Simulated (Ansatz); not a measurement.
**WSi2 (I4/mmm): band-structure transport figures**

Input:

```
WSi2
1.0
   -1.60106     1.60106     3.90868
    1.60106    -1.60106     3.90868
    1.60106     1.60106    -3.90868
Si W
2 1
Direct
  0.33443   0.33443   0.00000
  0.66557   0.66557   0.00000
  0.00000   0.00000   0.00000
```

The numbers are results of PBEsol, rigid bands (plane waves, PAW, scalar-relativistic; Ansatz, a program for electronic structure), not measurements. Geometry: cell and atoms relaxed with PBEsol.

```json
{
  "density of states at the Fermi level": "0.225 states/(eV·cell), both spins",
  "bare Sommerfeld coefficient": "0.177 mJ/(mol of atoms·K²)",
  "drude_plasma_energy": "2.7 (x), 2.7 (y), 3.1 (z) eV",
  "root-mean-square Fermi velocity": "7.3e5 m/s",
  "resistivity times τ": "69 (x), 69 (y), 52 (z) ×10⁻²² Ω·m·s"
}
```

A metal at this level (no band gap); rigid bands, thermally averaged at 300 K, both spins. Spin-orbit coupling is left out, which matters with elements this heavy. τ is one relaxation time for all states.
